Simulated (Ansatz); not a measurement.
Response to strain in SiC

Consider SiC in the wurtzite structure (space group P6_3mc, No. 186).

```
SiC
1.0
    3.07595     0.00000     0.00000
   -1.53798     2.66385     0.00000
    0.00000     0.00000     5.04778
Si C
2 2
Direct
  0.33333   0.66667   0.99959
  0.66667   0.33333   0.49959
  0.33333   0.66667   0.37541
  0.66667   0.33333   0.87541
```

Cartesian axes are those of the cell as printed.

Strains are applied to the cell and any free atomic positions relax; under biaxial strain the out-of-plane vector relaxes too.

Level of theory: DFT with PBEsol, PAW potentials and a 420 eV plane-wave cutoff in Ansatz (an electronic-structure program), without spin-orbit coupling.

| biaxial strain, plane normal [001], relaxed out of plane (%) | out-of-plane strain (%) |
|---|---|
| 0 | 0.00 |
| 0.6 | ? |
| 1.8 | -0.37 |
| 2.4 | -0.48 |
| 3 | -0.59 |

Question: Fit ε⊥ = −νε + γε² (strains in %) to the rows shown and predict the withheld row.

Answer: Least squares on the printed values gives ν = 0.22 (the biaxial Poisson response) and γ = 0.007 (largest residual 0.00 %); this predicts -0.13 %, and the run gives -0.13 %, in agreement.

Stability against distortions was not tested.
